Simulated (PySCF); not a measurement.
PySCF 2.14.0, BP86/def2-svp, df: W(NH)2(NH2)2 ([NH]=[W](=[NH])([NH2])[NH2]), 11 atoms. The geometry is a generated start, not checked to be a minimum at this level.

task: energy
method: bp86
basis: def2-svp
two-electron scheme: density fitting
mol.max_memory: 3000 MB
mf.max_cycle: 100
mf.init_guess: minao (default)
mf.DIIS: CDIIS (default)
mf.conv_tol: 1e-09 (default)
mf.grids.level: 3 (default)
effective core potentials: those of the basis set, past Kr
basis functions: 118
grid points: 138768

```xyz
11

W     -0.0488    -0.1384    -0.1736
N     -1.6636    -0.8906    -0.3121
H     -2.4744    -1.4387    -0.6091
N      1.1034    -0.5707    -1.4690
H      1.5475    -0.9582    -2.3050
N     -0.3076     1.8547    -0.1997
H     -1.1902     2.3371    -0.0005
H      0.3212     2.5393    -0.6307
N      0.7526    -0.7208     1.5756
H      1.7354    -0.9505     1.7393
H      0.2245    -1.0634     2.3848
```

Charge 0 and multiplicity 1 are set for this test and not shown to be the ground state.

One run each on 2 threads, 1 BLAS thread. Values of diis_space tried: 3, 5, 8 (default), 12, 20.

### Question
Which value of diis_space needs the fewest Fock builds, and what happens away from it?

### Answer
Fewest Fock builds, within one of each other: 5 with 16, 8 (default) with 15, 12 with 15, 20 with 15. The run ends without SCF convergence in 100 cycles at 3.

```csv
diis_space,Fock builds,end
3,101,no convergence
5,16,same solution
8 (default),15,same solution
12,15,same solution
20,15,same solution
```
